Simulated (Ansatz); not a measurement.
Ni3Al (P6₃/mmc, No. 194, 8 atoms in the cell; start mp-1183232; a measured phase of this formula has another space group), treated with PBEsol in Ansatz (PAW).

Run with plane-wave cutoff 520 eV, 12×12×14 k mesh (along the axes of the cell as run), Fermi–Dirac smearing 0.05 eV, spin-polarised start, scalar-relativistic PAW data made under PBE.

Cell (relaxed at this level):

Space group P6₃/mmc (No. 194); a = b = 5.004 Å, c = 4.026 Å, α = β = 90.00°, γ = 120.00°

| atom | site | symmetry | x | y | z |
|---|---|---|---|---|---|
| Al | 2d | -6m2 | 0.6667 | 0.3333 | 0.2500 |
| Ni | 6h | mm2 | 0.1644 | 0.3287 | 0.2500 |

**Question.** What does this level give for the bulk modulus?

**Answer.** 
bulk modulus: 203 GPa

The run finds no gap.

Note: the magnetic order was assumed, not searched for or taken from measurement; the bulk modulus is −V dP/dV from two relaxed cells at ±2 % in volume; the relaxation could not lower the start's symmetry, so the cell can be a saddle point above a distorted one.

Static lattice: no zero-point or thermal effects.

A start named mp-… is a Materials Project structure, which need not be a measured phase.

Ansatz is an electronic-structure program.
